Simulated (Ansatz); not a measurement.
Start from AlRu in the CsCl type structure (space group Pm-3m, No. 221; a = 2.983 Å; relaxed with 0.1 eV smearing). Axes: x, y, z lie along the cube axes.

Calculations: Kohn–Sham DFT with the r2SCAN functional, run in Ansatz (a program for electronic structure) with PAW and 500 eV plane waves, no SOC.

Strains are applied to the cell and any free atomic positions relax.

One change was made to it. Results:

```csv
quantity,base,after
shortest interatomic distance,4.882 bohr,4.931 bohr
energy relative to the base (free energy F),0 meV/atom,+12 meV/atom
"pressure (mean of the normal stresses, compression positive)",0.0 GPa,-6.0 GPa
```

### Question
What was done to the base?
A) uniaxial strain ε_zz = +3.00 %
B) uniaxial strain ε_zz = +1.00 %
C) uniaxial strain ε_zz = +2.00 %
D) uniaxial strain ε_zz = +1.50 %

### Answer
A, uniaxial strain ε_zz = +3.00 %. For comparison, the energy relative to the base in the other runs: uniaxial strain ε_zz = +1.00 % gives +1.4 meV/atom; uniaxial strain ε_zz = +1.50 % gives +3.1 meV/atom; uniaxial strain ε_zz = +2.00 % gives +5.5 meV/atom.

Stability against distortions was not tested. The final runs are not spin-polarised.
